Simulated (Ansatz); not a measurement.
# Pressure series in SrZrO3

Take SrZrO3 in the cubic perovskite structure (space group Pm-3m, No. 221; a = 4.130 Å) as the base.

Cell and atoms are relaxed at each pressure.

Levels (all Ansatz, a program for electronic structure, PAW): PBEsol (420 eV, scalar-relativistic without spin-orbit coupling); HSE06 (420 eV, no spin-orbit coupling).

Band gaps by level, all at the geometries relaxed with PBEsol:

```json
[
 {"case": "base", "PBEsol": "3.31 eV", "HSE06": "4.90 eV"},
 {"case": "pressure −2 GPa", "PBEsol": "3.28 eV", "HSE06": "4.87 eV"},
 {"case": "pressure 0.3 GPa", "PBEsol": "3.31 eV", "HSE06": "4.90 eV"},
 {"case": "pressure 1.5 GPa", "PBEsol": "3.32 eV", "HSE06": "4.92 eV"},
 {"case": "pressure 3 GPa", "PBEsol": "3.34 eV", "HSE06": "4.94 eV"},
 {"case": "pressure 5 GPa", "PBEsol": "3.36 eV", "HSE06": "4.97 eV"},
 {"case": "pressure 7.5 GPa", "PBEsol": "3.39 eV", "HSE06": "5.00 eV"},
 {"case": "pressure 10 GPa", "PBEsol": "3.41 eV", "HSE06": "5.03 eV"}
]
```

Single points use the geometry relaxed with PBEsol. HSE06 was sampled on its mesh, a few special points and the semilocal edge points, so its gap is an upper bound. Load acts through the strain it causes; cell and atoms are relaxed under it. Whether these cells are dynamically stable was not tested. No other phases were tried under pressure. Many cubic perovskites are stable only at high temperature; tilts and polar distortions were not tested.
